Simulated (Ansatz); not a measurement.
Consider SnTe in the rock salt structure (space group Fm-3m, No. 225).

```yaml
crystal:
  lattice:
    - [0.00000, 3.11741, 3.11741]
    - [3.11741, 0.00000, 3.11741]
    - [3.11741, 3.11741, 0.00000]
  atoms:
    - { symbol: Sn, position: [0.00000, 0.00000, 0.00000] }
    - { symbol: Te, position: [0.50000, 0.50000, 0.50000] }
```

Cartesian axes are those of the cell as printed.

Level of theory: DFT with LDA, PAW potentials and a 420 eV plane-wave cutoff in Ansatz (a quantum-chemistry and plane-wave program), no spin-orbit coupling.

Before the change:

The pressure comes out as 0.00 GPa and the shortest interatomic distance comes out as 5.891 bohr.

Perturbation: uniaxial strain ε_zz = +1.50 %, all other strain components held at zero; the atoms relax in the strained cell.

Question: How does this affect the energy relative to the base, pressure and shortest interatomic distance?

Answer: The energy rises by 2.9 meV/atom; the pressure (mean of the normal stresses, compression positive) goes from zero to -0.70 GPa; the shortest interatomic distance remains 5.891 bohr.

Whether these cells are dynamically stable was not tested.
